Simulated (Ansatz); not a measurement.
Where the default PAW files enter, the runs use the earlier of Ansatz's two default sets.

Tunnelling through a barrier is set by its complex band structure: the current falls as exp(−2κd) with the smallest κ.

Here is the system:

```
CELL_PARAMETERS angstrom
      3.29067     0.00000     0.00000
      0.00000     4.65371     0.00000
      1.64533     2.32686     1.64533
ATOMIC_POSITIONS crystal
  Li 0.50000 0.75000 0.00000
  Li 0.50000 0.25000 0.00000
  O  0.00000 0.00000 0.00000
```

Space group of this cell: Fm-3m, anti-fluorite. The cell is taken as given; by r2SCAN its mean pressure is -4.2 GPa.

Transport runs along the normal of the first two printed cell vectors, the (110) plane of the conventional cell.

The gap is the functional's own, uncorrected, and κ follows it; spin-orbit coupling is left out. Mid-gap values are interpolated between the computed energies.

Problem. Compute, with r2SCAN in Ansatz (an electronic-structure program), the band gap and the smallest decay constant κ at mid-gap.

Solution. Gap 5.65 eV on a 18×18×18 mesh; κ = 0.462 1/Å, at the zone centre.
